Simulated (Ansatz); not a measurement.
Base system: Co in the hcp (Mg type) structure (space group P6_3/mmc, No. 194; a = 2.456 Å, c = 3.972 Å; ferromagnetic; relaxed with 0.1 eV smearing). Axes: x lies along a and z along c of the hexagonal cell.

All numbers come from PBEsol, PAW, 420 eV (Ansatz, an electronic-structure program; scalar-relativistic without spin-orbit coupling), earlier PAW set.

For the base:

The magnetic state is ferromagnetic and the shortest interatomic distance is 2.440 Å. The largest site moment is 1.63 μB.

Perturbation: uniaxial stress, 1 GPa compression along x; all other stress components relax to zero.

Task: Estimate the effect on the strain response, magnetic state, shortest interatomic distance and largest site moment.

Result: The strain response (xx, yy, zz) comes out as (−0.32, +0.13, +0.05) %; the magnetic state is still ferromagnetic; the shortest interatomic distance remains 2.440 Å; the largest site moment stays 1.63 μB.

The magnetic state is the one reached from the starting moments; the real material's order can differ, and small cells can't hold many antiferromagnetic ones. Stability under load was not tested beyond the relaxation.
